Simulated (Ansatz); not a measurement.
## Y, response to strain

Take Y in the hcp (Mg type) structure (space group P6_3/mmc, No. 194; a = 3.594 Å, c = 5.610 Å; relaxed with 0.1 eV smearing) as the base. Axes: x lies along a and z along c of the hexagonal cell.

Strains are applied to the cell and any free atomic positions relax.

Level of theory: PBEsol in Ansatz (plane waves to 420 eV, PAW, scalar-relativistic without spin-orbit coupling).

Candidates:
(a) uniaxial strain ε_zz = +2.00 %
(b) uniaxial strain ε_zz = −2.50 %
(c) uniaxial strain ε_zz = −1.50 %
(d) uniaxial strain ε_zz = −3.00 %
(e) uniaxial strain ε_zz = −1.00 %

Notes on the quantities. energy relative to the base: free energy F.

Question: Order them by energy relative to the base, highest first.

Answer: (d) uniaxial strain ε_zz = −3.00 % (+7.6 meV/atom), (b) uniaxial strain ε_zz = −2.50 % (+5.2 meV/atom), (a) uniaxial strain ε_zz = +2.00 % (+3.1 meV/atom), (c) uniaxial strain ε_zz = −1.50 % (+1.9 meV/atom), (e) uniaxial strain ε_zz = −1.00 % (+0.8 meV/atom)

Whether these cells are dynamically stable was not tested. All final runs are without spin polarisation.

Ansatz is a program for electronic structure.
